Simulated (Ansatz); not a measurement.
Data:

```
ZnS
1.0
    3.68924     0.00000     0.00000
    0.00000     3.68924     0.00000
    1.84462    -1.84462     2.69635
Zn S
1 1
Direct
  0.00000   0.00000   0.00000
  0.25000   0.25000   0.50000
```

No spin polarisation.

Calculations: LDA/PAW in Ansatz (a first-principles code), no spin-orbit coupling. k-mesh 11×11×11 (Γ-centred); smearing 0.05 eV (Fermi–Dirac).

**Question.** Estimate the gap character.

**Answer.** Direct at Γ.

**Question.** Predict the electron mass.

**Answer.** 0.17 mₑ (at Γ).

**Question.** Estimate the band gap.

**Answer.** 2.13 eV.

The cells carry an imposed strain or load. Effective masses come from finite differences of ±0.01 Å⁻¹. Stability against distortions was not tested. The cell was made from ZnS in the zinc blende structure (space group F-43m, No. 216) by this change: biaxial strain −1.50 %, plane normal [001], relaxed out of plane.
